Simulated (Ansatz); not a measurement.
**Fermi-surface data of AuCu3 (Pm-3m)**

Consider the following.

```yaml
crystal:
  lattice:
    - [3.71488, 0.00000, 0.00000]
    - [0.00000, 3.71488, 0.00000]
    - [0.00000, 0.00000, 3.71488]
  atoms:
    - { symbol: Cu, position: [0.00000, 0.50000, 0.50000] }
    - { symbol: Cu, position: [0.50000, 0.00000, 0.50000] }
    - { symbol: Cu, position: [0.50000, 0.50000, 0.00000] }
    - { symbol: Au, position: [0.00000, 0.00000, 0.00000] }
```

Computed with PBEsol, rigid bands (plane waves, PAW, scalar-relativistic; Ansatz, an electronic-structure program). Cell: cell and atoms relaxed with PBEsol.

| Item | Value |
|---|---|
| density of states at the Fermi level | 1.11 states/(eV·cell), both spins |
| bare Sommerfeld coefficient | 0.66 mJ/(mol of atoms·K²) |
| Drude plasma energy | 7.2 eV |
| root-mean-square Fermi velocity | 9.6e5 m/s |
| resistivity times τ | 9.4 ×10⁻²² Ω·m·s |

A metal at this level (no band gap); rigid bands, thermally averaged at 300 K, both spins. Spin-orbit coupling is left out, which matters with elements this heavy. τ is one relaxation time for all states.
